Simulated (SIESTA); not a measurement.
Band structure of ZnP (P6_3mc, 4 atoms in the cell).

```
ZnP
1.0
    3.63466     0.00000     0.00000
   -1.81733     3.14771     0.00000
    0.00000     0.00000     6.91407
Zn P
2 2
Direct
  0.33333   0.66667   0.35584
  0.66667   0.33333   0.85584
  0.33333   0.66667   0.01916
  0.66667   0.33333   0.51916
```

Method of the run: GGA PBEsol, numerical atomic orbitals TZP, PseudoDojo PBEsol standard norm-conserving potentials (rewritten from UPF to PSML) (SIESTA).

Settings: XC.functional = GGA; XC.authors = PBEsol; potentials = PseudoDojo PBEsol standard; PAO.BasisSize = TZP; PAO.EnergyShift = 0.01 Ry; MeshCutoff = 300 Ry; kgrid.MonkhorstPack = 10 10 5; OccupationFunction = MP; OccupationMPOrder = 0; ElectronicTemperature = 0.2 eV; MaxSCFIterations = 150; SCF.Mixer.Method = Pulay; SCF.Mixer.Weight = 0.2; SCF.Mixer.History = 8.

The starting cell comes from a database of computed structures (which also holds hypothetical and non-ambient phases and stackings), without a prior relaxation at this level. Values carry the incompleteness of an atom-centred basis. The run gives no clean gap (levels at the Fermi energy touch, overlap or are partly filled at this smearing), which alone does not show that the compound is a metal.

Levels in eV from the Fermi level, bands 22 to 27:
```tsv
point	22	23	24	25	26	27
Γ	0.15	0.95	0.95	1.79	1.79	2.86
M	-3.76	-2.94	-1.39	-0.72	0.63	4.27
K	-3.86	-3.23	-1.81	-1.81	-1.53	3.03
A	-3.23	1.34	1.34	1.34	1.34	5.88
L	-4.65	-1.29	-1.29	-0.13	-0.13	3.18
H	-4.31	-2.53	-2.53	-0.84	-0.84	4.09
```

Bands cross the Fermi level along this path, so the cell is metallic at this level.

Higher empty bands are left out: an atom-centred basis made for the valence describes them poorly.
